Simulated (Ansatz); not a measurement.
Worked example: self-consistent single point of Al₂LaZn₂ (I4/mmm, 5 atoms in the cell) in Ansatz (an electronic-structure program).

Level of theory: r2SCAN, default PAW files made with PBE (plane waves; Ansatz).

```xyz
5
Lattice="-2.1460 2.1460 5.5075 2.1460 -2.1460 5.5075 2.1460 2.1460 -5.5075" Properties=species:S:1:pos:R:3 pbc="T T T"
Al     0.0000     2.1460     2.7538
Al     2.1460     0.0000     2.7538
La     0.0000     0.0000     0.0000
Zn     0.0000     0.0000     4.1637
Zn     0.0000     0.0000     6.8513
```

Reference input (self-consistent single point, DFT, r2SCAN, plane waves, default PAW files made with PBE): basis.ecutwfc = 36.7 Ry; kpoints.mp_grid.grid = 9 9 9; hamiltonian.xc = r2scan; hamiltonian.pseudopotentials = {kind: paw} (the program's default PAW files); scf.occupations.method = fermi_dirac; scf.occupations.width = 0.0073 Ry. This run's input differs from it in these lines:

Ansatz 0.2 input:
```diff
@@ -20,3 +20,3 @@
 scf:
-  occupations: { method: fermi_dirac, width: 0.0073 Ry }
+  occupations: { method: fermi_dirac, width: 0.0018 Ry }
 output:
```

Output (repeated stretches shortened):

```
SCF iter   1: F=—  HF=-13999.264233 eV  |F-HF|=—  |Δ(HF+E_count)|=         —  Δρ=1.37e-2  dr2=1.85e-1  dr2_τ=1.30e-2  ethr=1.77e-3  ⟨swp⟩=7.3  Hψ=10524  notcnv=0
all-band conjugate gradients solve this SCF's bands
preconditioner: auto → Kerker (q_TF=auto, 2.346 Å⁻¹)
SCF iter   2: F=—  HF=-13999.301860 eV  |F-HF|=—  |Δ(HF+E_count)|=   3.76e-2  Δρ=4.07e-3  dr2=3.08e-2  dr2_τ=6.74e-4  ethr=4.51e-4  ⟨swp⟩=3.1  Hψ=4465  notcnv=0  defer=78
   [... lines left out ...]
SCF iter   6: F=—  HF=-13999.286648 eV  |F-HF|=—  |Δ(HF+E_count)|=   3.11e-6  Δρ=6.49e-5  dr2=5.39e-6  dr2_τ=5.36e-8  ethr=4.39e-7  ⟨swp⟩=2.0  Hψ=3379  notcnv=0  defer=75
SCF iter   7: F=—  HF=-13999.286652 eV  |F-HF|=—  |Δ(HF+E_count)|=   3.96e-6  Δρ=3.00e-5  dr2=1.54e-6  dr2_τ=1.91e-8  ethr=1.31e-8  ⟨swp⟩=2.1  Hψ=3415  notcnv=0  defer=75
SCF iter   8: F=-13999.286653 eV  HF=-13999.286653 eV  |F-HF|=6.73e-8  |Δ(HF+E_count)|=   7.08e-7  Δρ=7.57e-6  dr2=8.29e-8  dr2_τ=4.54e-10  ethr=2.44e-10  ⟨swp⟩=10.1  Hψ=11531  notcnv=0
SCF 1 converged in 8 iterations: F = -13999.286653 eV  dr2 = 8.29e-8
Free energy (F): -13999.286653 eV
Internal energy: -13999.282959 eV  (E = F + TS)
E sigma→0 (E₀):  -13999.284806 eV
Entropy (-TS):   -0.003694 eV (-0.739 meV/atom)
Fermi energy:    9.565774 eV
--- Forces (eV/Å), atoms counted from 1 ---
  atom   1  Al     0.00000000    -0.00000000     0.00000000
  atom   2  Al     0.00000000    -0.00000000     0.00000000
  atom   3  La     0.00000000     0.00000000    -0.00000000
  atom   4  Zn    -0.00000000    -0.00000000     0.74293441
  atom   5  Zn     0.00000000    -0.00000000    -0.74293441
--- Stress (GPa, compression-positive) ---
       -1.251426       0.000000       0.000000
        0.000000      -1.251426      -0.000000
        0.000000       0.000000      -2.289088
  P = ⅓ Tr σ = -1.5973 GPa (-15.973 kbar)
  The stress holds the Pulay correction. Without it, at fixed plane waves, as pw.x and ABINIT print it: P = -1.6195 GPa
```

The run converged in 8 iterations. Against the reference run the free energy rises by 4.9 meV/atom, the pressure moves little (-1.57 to -1.60 GPa) and the largest force hardly changes (0.734 to 0.743 eV/Å).

The starting cell comes from a database of published, mostly measured structures (it also holds non-ambient and calculated ones), without a prior relaxation at this level. Ansatz's pressure includes its estimate of the finite-basis (Pulay) stress. The cutoff lies below the one recommended for these files.
